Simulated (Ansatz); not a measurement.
The decay constant κ of evanescent states in the gap governs leakage through a thin film.

Given:

```
CELL_PARAMETERS angstrom
      3.92114     0.00000     0.00000
      0.00000     3.92114     0.00000
      1.96057    -1.96057     2.77266
ATOMIC_POSITIONS crystal
  Ag 0.00000 0.00000 0.00000
  Cl 0.50000 0.50000 0.00000
```

Space group of this cell: Fm-3m, rock salt. The cell is taken as given.

Transport runs along the normal of the first two printed cell vectors, the (001) plane of the conventional cell.

The gap is the functional's own. No spin-orbit coupling. Mid-gap values are interpolated on the energy grid.

### Question
Predict the band gap and the smallest decay constant κ at mid-gap from r2SCAN in Ansatz (a first-principles code).

### Answer
Gap 1.48 eV on a 12×12×12 mesh; κ = 0.228 1/Å, at the zone centre.
